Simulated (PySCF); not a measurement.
PySCF 2.14.0, HF/def2-svp, df: Hf(NH)(OH)(OMe) (C[O][Hf](=[NH])[OH]), 10 atoms. The geometry is a generated start, not checked to be a minimum at this level.

- task: energy
- method: hf
- basis: def2-svp
- two-electron scheme: density fitting
- mol.max_memory: 3000 MB
- mf.max_cycle: 100
- mf.DIIS: CDIIS (default)
- mf.conv_tol: 1e-09 (default)
- effective core potentials: those of the basis set, past Kr
- basis functions: 113

```xyz
10

Hf     0.4168     0.6906     0.6183
N      1.9558     0.0089    -0.2787
H      2.8420     0.3868     0.1059
O      0.7035     1.7745     2.1168
H     -0.0484     2.0954     2.6239
O     -1.1635    -0.0886    -0.0307
C     -1.1683    -1.0282    -1.0789
H     -0.2176    -1.5811    -1.1120
H     -1.9939    -1.7347    -0.9227
H     -1.3263    -0.5237    -2.0420
```

Charge 0 and multiplicity 1 are set for this test and not shown to be the ground state.

With the defaults (mf.diis = true, mf.init_guess = minao, mf.diis_space = 8, mf.damp = 0, mf.diis_start_cycle = 1, mf.level_shift = 0, newton = off) it converges in 15 Fock builds. One run each on 2 threads, 1 BLAS thread, with these changes:
- mf.diis = false, mf.damp = 0.7, mf.diis_start_cycle = 999
- mf.init_guess = 1e
- mf.damp = 0.7, mf.diis_start_cycle = 8
- newton = Hessian by the SCF's own integrals
- mf.level_shift = 1 Hartree
- mf.level_shift = 0.3 Hartree
- mf.diis_space = 12
- mf.init_guess = huckel
- mf.diis = false

Task: Name the settings that don't reach the solution of the defaults.

Result: No convergence: mf.diis = false (the run ends without SCF convergence in 100 cycles). The rest reach the solution of the defaults.

```
setting                                                    Fock builds             end
---------------------------------------------------------  -----------  --------------
the defaults                                                        15   same solution
mf.diis_space = 12                                                  15   same solution
mf.init_guess = huckel                                              17   same solution
mf.init_guess = 1e                                                  19   same solution
mf.damp = 0.7, mf.diis_start_cycle = 8                              19   same solution
mf.level_shift = 0.3 Hartree                                        21   same solution
newton = Hessian by the SCF's own integrals                         37   same solution
mf.level_shift = 1 Hartree                                          40   same solution
mf.diis = false, mf.damp = 0.7, mf.diis_start_cycle = 999           66   same solution
mf.diis = false                                                    101  no convergence
```

Under newton the count holds the products with the orbital Hessian.
